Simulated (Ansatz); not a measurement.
The parent structure is YN in the rock salt structure (space group Fm-3m, No. 225).

```yaml
crystal:
  lattice:
    - [0.00000, 2.45292, 2.45292]
    - [2.45292, 0.00000, 2.45292]
    - [2.45292, 2.45292, 0.00000]
  atoms:
    - { symbol: Y, position: [0.00000, 0.00000, 0.00000] }
    - { symbol: N, position: [0.50000, 0.50000, 0.50000] }
```

All numbers come from DFT with PBE, PAW potentials and a 420 eV plane-wave cutoff in Ansatz (an electronic-structure program), spin-orbit coupling left out.

Carriers are added at fixed cell with a uniform background; the Fermi–Dirac width is that of 300 K.

One change was made to it. Results:

The gap character remains indirect, Γ → X; the Fermi level relative to the doped band's edge (positive inside the band; to 0.05 eV) comes out as +0.90 eV; the gap between the host's bands decreases by 0.015 eV (0.21 eV → 0.20 eV).

Task: Name the change that was made.
A) electrons 3.0×10^21 cm⁻³
B) holes 3.0×10^21 cm⁻³
C) holes 7.0×10^21 cm⁻³
D) electrons 2.0×10^22 cm⁻³

Result: A, electrons 3.0×10^21 cm⁻³. For comparison, the Fermi level from band edge in the other runs: electrons 2.0×10^22 cm⁻³ gives +2.40 eV; holes 3.0×10^21 cm⁻³ gives +0.45 eV; holes 7.0×10^21 cm⁻³ gives +0.55 eV.

Charged cell with a jellium background: band edges are those of the host's band count, energies are not comparable with the neutral cell, and many-body gap narrowing is missing. Stability against distortions was not tested. The base started in P3_121 and relaxed to Fm-3m at this level. The zero or small gap of YN can change with the level of theory.
